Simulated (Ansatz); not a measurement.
The starting structures come from a database of crystals and need not be the phases stable at ambient conditions.

Tunnelling through a barrier is set by its complex band structure: the current falls as exp(−2κd) with the smallest κ.

Here is the system:

```yaml
crystal:
  lattice:
    - [6.49301, 0.00000, 0.00000]
    - [0.00000, 7.72599, 0.00000]
    - [0.00000, 0.00000, 3.91340]
  atoms:
    - { symbol: Pb, position: [0.74364, 0.89764, 0.25000] }
    - { symbol: Pb, position: [0.25636, 0.10236, 0.75000] }
    - { symbol: Pb, position: [0.75636, 0.39764, 0.75000] }
    - { symbol: Pb, position: [0.24364, 0.60236, 0.25000] }
    - { symbol: F, position: [0.52188, 0.15230, 0.25000] }
    - { symbol: F, position: [0.47812, 0.84770, 0.75000] }
    - { symbol: F, position: [0.97812, 0.65230, 0.75000] }
    - { symbol: F, position: [0.02188, 0.34770, 0.25000] }
    - { symbol: F, position: [0.35891, 0.43112, 0.75000] }
    - { symbol: F, position: [0.64109, 0.56888, 0.25000] }
    - { symbol: F, position: [0.14109, 0.93112, 0.25000] }
    - { symbol: F, position: [0.85891, 0.06888, 0.75000] }
```

Space group of this cell: Pnma. The cell was relaxed by PBE-D3(BJ); by r2SCAN its mean pressure is -1.8 GPa.

Transport runs along the normal of the first two printed cell vectors.

No gap correction and no spin-orbit coupling; mid-gap values are interpolated between computed energies.

Problem. Predict the band gap and the smallest decay constant κ at mid-gap from r2SCAN run with Ansatz (a first-principles code).

Solution. Gap 4.81 eV on a 6×4×8 mesh; κ = 0.458 1/Å, at (0.000, 0.500) of the in-plane reciprocal vectors. At the zone centre, at the nearest computed energy, the slowest state has κ = 0.49 1/Å.
